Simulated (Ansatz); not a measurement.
What pressure 3 GPa does to MgTe

Start from MgTe in the wurtzite structure (space group P6_3mc, No. 186; a = 4.608 Å, c = 7.501 Å).

Now apply this change: cell and atoms relaxed at a pressure of 3 GPa.

The values are results of DFT with PBE, PAW potentials and a 420 eV plane-wave cutoff in Ansatz (a first-principles code), no SOC, not measurements. Γ-centred 8×8×5 mesh, Fermi–Dirac width 0.05 eV.

- Volume per atom: 31.97 Å³ (base 34.49 Å³)
- Density: 3.94 g/cm³ (base 3.66 g/cm³)
- c/a ratio: 1.627 (base 1.628)
- Shortest interatomic distance: 2.747 Å (base 2.818 Å)
- Enthalpy H = E + PV relative to the base's energy: +0.62 eV/atom
- Band gap: 2.72 eV (an upper bound: an edge found on the path is not a true extremum; both cells) (base 2.37 eV)

Cost of the whole job for the changed cell (relaxation, final SCF and bands): about 50 core-seconds (a rough figure).

Spin-orbit coupling, missing from the scalar runs, can matter with Te. Load acts through the strain it causes; cell and atoms are relaxed under it. Whether these cells are dynamically stable was not tested. Tetrahedral semiconductors of this kind turn to denser phases somewhere between about 1 and 50 GPa; those were not computed, so compressed cells here can lie past the real transition.
